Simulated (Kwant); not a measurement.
Device: wire with a side stub in a GaAs two-dimensional gas. Effective mass 0.067 mₑ, grid spacing 8.3 nm, hard walls, nominal width 200 nm (25 grid rows, so walls 215.8 nm apart), one parabolic valley, scattering region 600 nm long along x; energies count from the band bottom; Fermi energy swept from 0.00011225 to 0.0013329 eV. Closed stub on one side, 280 nm wide and 160 nm deep.

The device is made up for the run: typed textbook-type constants, with dimensions and the other settings drawn at random.

Model: effective-mass tight-binding model on a square grid, one spin, coherent transport at 0 K (Kwant). Conductance is in e²/h.

How many channels do the leads carry at E = 1.29 meV?

The hard-wall thresholds are n² ħ²π²/(2mW²) = n² × 0.121 meV with W = 215.8 nm. √(1.29/0.121) = 3.27, so 3.
